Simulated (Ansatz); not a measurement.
An Ansatz (a quantum-chemistry and plane-wave program) run: MoTe2 with a change (isotropic strain −1.26 %); PBE-D3(BJ) (Ansatz, PAW, without spin-orbit coupling), earlier PAW set.

Input:

Ansatz 0.2 input:
```yaml
crystal:
  lattice:
    - [3.4526443122, 0, 0]
    - [-1.7263221561, 2.9900776846, 0]
    - [0, 0, 13.5247154436]
  atoms:
    - { symbol: Mo, position: [0.3333333333, 0.6666666667, 0.75] }
    - { symbol: Mo, position: [0.6666666667, 0.3333333333, 0.25] }
    - { symbol: Te, position: [0.3333333333, 0.6666666667, 0.1173441841] }
    - { symbol: Te, position: [0.6666666667, 0.3333333333, 0.6173441841] }
    - { symbol: Te, position: [0.6666666667, 0.3333333333, 0.8826558159] }
    - { symbol: Te, position: [0.3333333333, 0.6666666667, 0.3826558159] }
basis: { ecutwfc: 420, ecutrho_ratio: 4, xc_grid: 2, fft_grid_basis: typed }
kpoints: { mp_grid: { grid: [11, 11, 3] } }
hamiltonian:
  xc: pbe
  dispersion: d3bj
  pseudopotentials: { azcp: { folder: ./paw }, kind: paw }
scf: { occupations: { method: fermi_dirac, width: 0.05 }, convergence: { dr2_threshold: 0.0000000006 } }
relax: { f_tol: 0.005, max_steps: 50 }
output: { forces: true, stress: true }
checkpoint: { write: state.ck, write_every: 1000 }
```

Output (explanatory and most iteration lines left out):

```
Relaxation: its limit of steps is 50 (relax.max_steps)
Pseudopotential: Mo, paw, valence charge 14
Pseudopotential: Te, paw, valence charge 16
Crystal: 6 atoms, lattice volume = 139.625 Å³
Basis set: ecut = 420 eV, 2745 PW (Γ), exchange–correlation on 48×48×192 points (8 copies of the dense FFT grid, shifted against one another)
Bands: 56, of which v1, the nominal top of the filled ones, is band 46 counted from 1 (45 counted from 0)
Symmetry: 24 space group operations
Space group: P63/mmc (ITA 194), of the structure as read, at distance tolerance 5.2e-5 Å
k-points: 32 of 363
Functional: x = pbe(κ = 0.804, μ = 0.2195149727645171), c = pbe(β = 0.06672455060314922)
SCF iter   1: F=—  HF=-37838.310607 eV  |F-HF|=—  |Δ(HF+E_count)|=         —  Δρ=5.34e-2  dr2=5.34e0  ethr=3.10e-3  ⟨swp⟩=7.9  Hψ=7212  notcnv=0  defer=1
SCF iter   2: F=—  HF=-37837.347377 eV  |F-HF|=—  |Δ(HF+E_count)|=   9.63e-1  Δρ=2.87e-2  dr2=1.46e0  ethr=3.10e-3  ⟨swp⟩=2.0  Hψ=2560  notcnv=0  defer=69
SCF 1 converged in 10 iterations: F = -37837.021012 eV  dr2 = 1.98e-10
relax step   1: F+E_penalty+E_count = -37837.02101242 eV  Δ(F+E_penalty+E_count) = +0.000e0 eV  max|allowed force component| = 5.407e-1 eV/Å  Δτ_max = 0.0000 Å  (10 SCF iters, accepted)
Crystal: 6 atoms, lattice volume = 139.625 Å³
SCF iter   1: F=—  HF=-37836.750619 eV  |F-HF|=—  |Δ(HF+E_count)|=         —  Δρ=1.13e-2  dr2=3.78e-1  ethr=4.28e-4  ⟨swp⟩=1.0  Hψ=7038  notcnv=0  defer=23
SCF iter   2: F=—  HF=-37836.721810 eV  |F-HF|=—  |Δ(HF+E_count)|=   2.88e-2  Δρ=6.19e-3  dr2=1.10e-1  ethr=4.11e-4  ⟨swp⟩=1.8  Hψ=1891  notcnv=0  defer=24
SCF 2 converged in 9 iterations: F = -37836.710562 eV  dr2 = 4.83e-11
relax step   2: F+E_penalty+E_count = -37836.71056176 eV  Δ(F+E_penalty+E_count) = +3.105e-1 eV  max|allowed force component| = 1.509e0 eV/Å  Δτ_max = 0.1445 Å  (9 SCF iters, rejected (line search))
Crystal: 6 atoms, lattice volume = 139.625 Å³
SCF iter   1: F=—  HF=-37837.077513 eV  |F-HF|=—  |Δ(HF+E_count)|=         —  Δρ=8.13e-3  dr2=1.82e-1  ethr=2.26e-3  ⟨swp⟩=5.6  Hψ=4558  notcnv=0  defer=26
SCF iter   2: F=—  HF=-37837.063444 eV  |F-HF|=—  |Δ(HF+E_count)|=   1.41e-2  Δρ=4.44e-3  dr2=5.55e-2  ethr=1.97e-4  ⟨swp⟩=1.5  Hψ=2119  notcnv=0  defer=47
SCF 3 converged in 8 iterations: F = -37837.056944 eV  dr2 = 4.72e-10
relax step   3: F+E_penalty+E_count = -37837.05694420 eV  Δ(F+E_penalty+E_count) = -3.593e-2 eV  max|allowed force component| = 5.261e-2 eV/Å  Δτ_max = 0.0374 Å  (8 SCF iters, accepted)
Crystal: 6 atoms, lattice volume = 139.625 Å³
SCF iter   1: F=—  HF=-37837.057341 eV  |F-HF|=—  |Δ(HF+E_count)|=         —  Δρ=2.68e-4  dr2=1.92e-4  ethr=1.89e-6  ⟨swp⟩=2.2  Hψ=3091  notcnv=0  defer=62
SCF iter   2: F=—  HF=-37837.057326 eV  |F-HF|=—  |Δ(HF+E_count)|=   1.56e-5  Δρ=1.46e-4  dr2=5.58e-5  ethr=2.09e-7  ⟨swp⟩=1.0  Hψ=2080  notcnv=0  defer=62
SCF 4 converged in 6 iterations: F = -37837.057306 eV  dr2 = 9.61e-11
relax step   4: F+E_penalty+E_count = -37837.05730647 eV  Δ(F+E_penalty+E_count) = -3.623e-4 eV  max|allowed force component| = 1.992e-3 eV/Å  Δτ_max = 0.0033 Å  (6 SCF iters, accepted)
SCF converged after 6 iterations
Free energy (F): -37837.057306 eV
Internal energy: -37837.057097 eV  (E = F + TS)
E sigma→0 (E₀):  -37837.057202 eV
Entropy (-TS):   -0.000209 eV (-0.035 meV/atom)
Fermi energy:    14.090641 eV
  E_disp       = -3.454140  (pairwise vdW)
--- Forces (eV/Å), atoms counted from 1 ---
  atom   1  Mo    -0.00000000     0.00000000     0.00000000
  atom   2  Mo     0.00000000    -0.00000000     0.00000000
  atom   3  Te    -0.00000000     0.00000000     0.00199181
  atom   4  Te    -0.00000000    -0.00000000     0.00199181
  atom   5  Te    -0.00000000    -0.00000000    -0.00199181
  atom   6  Te    -0.00000000     0.00000000    -0.00199181
--- Stress (GPa, compression-positive) ---
        2.469051       0.000000       0.000000
       -0.000000       2.469051       0.000000
        0.000000       0.000000       1.494729
  P = ⅓ Tr σ = 2.1443 GPa (21.443 kbar)
--- Relaxed structure (4 steps of the walk, 3 accepted, 0 SCFs on fresh bases) ---
  atoms:
    - { symbol: Mo, position: [0.3333333333333333, 0.6666666666666666, 0.75] }
    - { symbol: Mo, position: [0.6666666666666667, 0.3333333333333333, 0.25] }
    - { symbol: Te, position: [0.3333333333333333, 0.6666666666666666, 0.11482217121370883] }
    - { symbol: Te, position: [0.6666666666666667, 0.3333333333333333, 0.6148221712137089] }
    - { symbol: Te, position: [0.6666666666666667, 0.3333333333333333, 0.8851778287862911] }
    - { symbol: Te, position: [0.3333333333333333, 0.6666666666666666, 0.38517782878629125] }
```

With Te present, leaving out spin-orbit coupling can change the band edges. No phonon test of stability was made. The cell was made from MoTe2 in the 2H-MoS2 type structure (space group P6_3/mmc, No. 194; layered, stacked along the Cartesian z axis) by this change: isotropic strain −1.26 %.
